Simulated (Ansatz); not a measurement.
An Ansatz (a quantum-chemistry and plane-wave program) run: WC with a change (x(Ge) = 0.333, 6 atoms, P-6m2); Ansatz PBEsol, no SOC.

Input:

Ansatz 0.2 input:
```yaml
crystal:
  lattice:
    - [2.9540533332, 0, 0]
    - [-1.4770266666, 2.5582852307, 0]
    - [0, 0, 9.4729594548]
  atoms:
    - { symbol: W, position: [0, 0, 0] }
    - { symbol: W, position: [0, 0, 0.2953387361] }
    - { symbol: W, position: [0, 0, 0.7046612639] }
    - { symbol: C, position: [0.3333333333, 0.6666666667, 0.1488906614] }
    - { symbol: Ge, position: [0.3333333333, 0.6666666667, 0.5] }
    - { symbol: C, position: [0.3333333333, 0.6666666667, 0.8511093386] }
basis: { ecutwfc: 420, ecutrho_ratio: 4, xc_grid: 2, fft_grid_basis: typed }
kpoints: { mp_grid: { grid: [18, 18, 5] } }
hamiltonian:
  xc: pbesol
  dispersion: none
  pseudopotentials: { kind: paw }
scf: { occupations: { method: fermi_dirac, width: 0.05 }, convergence: { dr2_threshold: 0.0000000006 } }
output: { forces: true, stress: true }
checkpoint: { write: state.ck, write_every: 1000 }
```

Output:

```
WARN ansatz: RAYON_NUM_THREADS=1 ignored (pool sized by the plan → 1); use --threads N
Pseudopotentials: kind: paw
Pseudopotential: W, paw, valence charge 14
Pseudopotential: C, paw, valence charge 4
Pseudopotential: Ge, paw, valence charge 14
Functional definition: PBEsol
Crystal: 6 atoms, lattice volume = 71.590 Å³
Basis set: ecut = 420 eV, 1375 PW (Γ), exchange–correlation on 40×40×128 points (8 copies of the dense FFT grid, shifted against one another)
Bands: 38, of which v1, the nominal top of the filled ones, is band 32 counted from 1 (31 counted from 0)
Symmetry: 12 space group operations
Space group: P-6m2 (ITA 187), of the structure as read, at distance tolerance 4.2e-5 Å
k-points: 111 of 1620 (time reversal used)
PAW frozen core: W, regenerated for the run's functional, and the local potential with it
PAW frozen core: C, regenerated for the run's functional, and the local potential with it
PAW frozen core: Ge, regenerated for the run's functional, and the local potential with it
Initial density: superposition of atomic densities (neutral atoms: chi_scale 0, normalization atom), corrected by the library's trained network
Initial wavefunctions: pseudopotential atomic-orbital guess
Eigensolver: davidson
Functional: x = pbesol(κ = 0.804, μ = 0.12345679012345678), c = pbesol(β = 0.046)
SCF iter   1: F=—  HF=-35516.610300 eV  |F-HF|=—  |Δ(HF+E_count)|=         —  Δρ=1.58e-2  dr2=2.67e-1  ethr=1.77e-3  ⟨swp⟩=5.9  Hψ=17414  notcnv=0
all-band conjugate gradients solve this SCF's bands
preconditioner: auto → Kerker (q_TF=auto, 2.678 Å⁻¹)
SCF iter   2: F=—  HF=-35516.573971 eV  |F-HF|=—  |Δ(HF+E_count)|=   3.63e-2  Δρ=7.82e-3  dr2=7.95e-2  ethr=4.17e-4  ⟨swp⟩=1.9  Hψ=5359  notcnv=0  defer=24
SCF iter   3: F=—  HF=-35516.562320 eV  |F-HF|=—  |Δ(HF+E_count)|=   1.17e-2  Δρ=1.40e-3  dr2=6.74e-3  ethr=1.24e-4  ⟨swp⟩=2.0  Hψ=6062  notcnv=0  defer=47
SCF iter   4: F=—  HF=-35516.561752 eV  |F-HF|=—  |Δ(HF+E_count)|=   5.68e-4  Δρ=5.39e-4  dr2=8.55e-4  ethr=1.05e-5  ⟨swp⟩=2.0  Hψ=5540  notcnv=0  defer=47
SCF iter   5: F=—  HF=-35516.561542 eV  |F-HF|=—  |Δ(HF+E_count)|=   2.10e-4  Δρ=2.46e-4  dr2=1.55e-4  ethr=1.34e-6  ⟨swp⟩=2.0  Hψ=5098  notcnv=0  defer=47
SCF iter   6: F=—  HF=-35516.561527 eV  |F-HF|=—  |Δ(HF+E_count)|=   1.52e-5  Δρ=6.22e-5  dr2=6.14e-6  ethr=2.42e-7  ⟨swp⟩=2.2  Hψ=5094  notcnv=0  defer=47
SCF iter   7: F=—  HF=-35516.561505 eV  |F-HF|=—  |Δ(HF+E_count)|=   2.24e-5  Δρ=1.71e-5  dr2=3.12e-7  ethr=9.60e-9  ⟨swp⟩=2.0  Hψ=5474  notcnv=0  defer=47
SCF iter   8: F=—  HF=-35516.561507 eV  |F-HF|=—  |Δ(HF+E_count)|=   2.50e-6  Δρ=3.51e-6  dr2=7.88e-9  ethr=4.87e-10  ⟨swp⟩=2.0  Hψ=5835  notcnv=0  defer=49
SCF iter   9: F=-35516.561507 eV  HF=-35516.561507 eV  |F-HF|=2.47e-10  |Δ(HF+E_count)|=  8.80e-10  Δρ=6.36e-7  dr2=4.61e-10  ethr=1.00e-12  ⟨swp⟩=3.1  Hψ=17291  notcnv=0
SCF 1 converged in 9 iterations: F = -35516.561507 eV  dr2 = 4.61e-10
SCF converged after 9 iterations
Free energy (F): -35516.561507 eV
Harris-Foulkes:  -35516.561507 eV  (|F-HF|=2.47e-10)
Internal energy: -35516.544723 eV  (E = F + TS)
E sigma→0 (E₀):  -35516.553115 eV
Entropy (-TS):   -0.016784 eV (-2.797 meV/atom)
Fermi energy:    20.240311 eV
--- Per-component energies (eV) ---
  E_band       = -250.735520
  E_kinetic    = 1648.896423
  E_local      = -3979.329033  (includes V_loc(G=0)·N_el)
  E_nonlocal   = 482.149547
  E_hartree    = 1606.214803
  E_xc         = -970.832089
  E_vxc        = -905.606263  (∫ρ·V_xc dr)
  E_paw        = -27478.149363  (= ΣΔE_a)
  E_vpaw       = -709.276250  (= ΣTr[D̂ρ^β])
  E_aug_tail   = 0.000115  (compensation charges beyond the density's cutoff)
  E_ewald      = -6827.120641
  E_core_change = 1.625514  (= ΣΔE_core)
  E_smearing   = -0.016784  (= −TS)
  E_closure    = -0.000000  (closes the sum)
  Σ components = -35516.561507   (vs F -35516.561507, Δ=0.00e0)
  [band-id]    e_kinetic+e_local+e_nonlocal+2·e_hartree+e_vxc+e_vpaw+e_augmentation_tail = -250.735853   (vs E_band -250.735520, Δ=-3.32e-4)
--- Forces (eV/Å), atoms counted from 1 ---
  atom   1  W      0.00000000    -0.00000000     0.00000000
  atom   2  W      0.00000000    -0.00000000    -0.00030070
  atom   3  W     -0.00000000    -0.00000000     0.00030070
  atom   4  C     -0.00000000    -0.00000000     0.00004772
  atom   5  Ge    -0.00000000    -0.00000000     0.00000000
  atom   6  C     -0.00000000    -0.00000000    -0.00004772
  max |Σ_I F_I| component: 8.70e-16 eV/Å
--- Stress (GPa, compression-positive) ---
        0.001891       0.000000       0.000000
        0.000000       0.001891       0.000000
        0.000000       0.000000      -0.002701
  P = ⅓ Tr σ = 0.0004 GPa (0.004 kbar)
  The stress holds the Pulay correction. Without it, at fixed plane waves, as pw.x and ABINIT print it: P = -0.1948 GPa
  The stress includes an estimate of the error left by incomplete SCF convergence (largest component 0.0001 GPa).
--- Band table ---
  band table: none
```

These are small ordered cells, not random alloys; other orderings at the same x differ. Stability against distortions was not tested. All final runs are without spin polarisation. The cell was made from WC by this change: x(Ge) = 0.333, 6 atoms, P-6m2.
